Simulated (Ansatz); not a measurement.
Density of states of AlP (F-43m) above the conduction band minimum, PBE with spin-orbit coupling, rigid bands (Ansatz, an electronic-structure program); cell volume 40.9 Å³.

(energy from edge (eV), 10⁻³ states/eV/cell): (0.006, 14.7); (0.031, 34.1); (0.056, 46.6); (0.081, 57.5); (0.106, 67.3); (0.131, 76.7); (0.156, 86.2); (0.181, 95.3); (0.206, 104); (0.231, 114); (0.256, 123); (0.281, 133); (0.319, 148); (0.344, 158); (0.369, 169); (0.394, 179); (0.419, 190); (0.444, 202); (0.469, 212); (0.494, 224); (0.519, 235); (0.544, 247); (0.569, 258); (0.594, 269)

### Question
What effective density of states at 300 K does this give (∫ g(E) exp(−E/k_BT) dE, both spins, divided by the cell's size)?

### Answer
1.8e19 cm⁻³, a density-of-states mass of 0.79 mₑ, valleys and band degeneracy included.

Geometry: cell and atoms relaxed with PBEsol.
